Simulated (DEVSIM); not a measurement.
Structure: abrupt GaP n-p junction, at 400 K.

Layer 1 from the left is GaP, thickness (μm) 28.0, Nd (cm⁻³) 5.4e16, τn (s) 3.1e-7, τp (s) 3.1e-7. Layer 2 from the left is GaP, thickness (μm) 13.0, Na (cm⁻³) 7.4e16, τn (s) 3.1e-7, τp (s) 3.1e-7.

Left contact: ohmic. Right contact: ohmic. Voltage is applied to the left contact. Recombination: SRH at mid-gap. Mobility is μmin + (μ − μmin)/(1 + (N/Nref)^α).

The device is made up for the run: typed textbook-type constants, with dimensions and the other settings drawn at random. Values at 300 K; Nc and Nv go as T^1.5, mobilities as T to minus their exponent, the gap by Varshni's rule with the affinity fixed.

GaP: gap (eV) 2.26, affinity (eV) 3.8, permittivity 11.1, Nc (cm⁻³) 1.8e19, Nv (cm⁻³) 1.9e19, μn (cm²/Vs) 250, μp (cm²/Vs) 150, μn,min 10, μp,min 10, Nref,n 4.4e18, Nref,p 1e18, αn 0.8, αp 0.85, T exponent of μn 1.6, T exponent of μp 1.98, Varshni α (eV/K) 0.00058, Varshni β (K) 372.

Simulated with DEVSIM: 1D drift-diffusion, Boltzmann statistics, complete ionisation; no tunnelling, impact ionisation, image-force lowering or self-heating.

Dark forward current:

```
|V| (V)  |J| (A/cm²)
-------  -----------
0.25       2.787e-12
0.50       1.172e-10
0.70        2.342e-9
0.75        4.970e-9
0.80        1.057e-8
0.85        2.253e-8
0.90        4.824e-8
0.95        1.040e-7
1.00        2.266e-7
1.05        5.031e-7
1.10        1.154e-6
1.15        2.792e-6
1.20        7.316e-6
1.25        2.127e-5
1.30        6.911e-5
1.35       0.0002474
1.40       0.0009509
1.45        0.003822
1.50         0.01576
1.55         0.06573
1.60          0.2729
1.65           1.085
1.70           3.761
1.75           10.15
1.80           21.24
1.85           37.15
```

Q: Work out the local ideality factor n = ΔV / (kT/q · ln(J2/J1)) between the rows 0.25 and 0.50 V, 1.50 and 1.55 V, 1.80 and 1.85 V.

A: kT/q = 34.47 mV. From 0.25 to 0.50 V: ln(1.172e-10/2.787e-12) = 3.739, n = 1.94, near the 2 of recombination in the depletion region. From 1.50 to 1.55 V: ln(0.06573/0.01576) = 1.428, n = 1.02, near the 1 of diffusion or emission over a barrier. From 1.80 to 1.85 V: ln(37.15/21.24) = 0.559, n = 2.59.

Q: Estimate the current at 1.50 V from the Shockley equation with J0 = Σ q ni² D/(N L) coth(W/L), τ joining the SRH, radiative and Auger lifetimes that are on, and W taken as the whole layer.

A: ni² = 9.34e10 cm⁻⁶; holes in the n layer: μ = 78.7 cm²/Vs, D = 2.71 cm²/s, τ = 3.10e-7 s, L = 9.17 μm, W/L = 3.1, term 8.24e-22 A/cm²; electrons in the p layer: μ = 152 cm²/Vs, D = 5.25 cm²/s, τ = 3.10e-7 s, L = 12.8 μm, W/L = 1.0, term 1.08e-21 A/cm². J0 = 1.91e-21 A/cm², and J = J0 exp(qV/kT) = 0.0151 A/cm². The simulation gives 0.0158 A/cm²; the estimate lies 4.2 % below. The estimate leaves out recombination in the depletion region and that region's share of W.
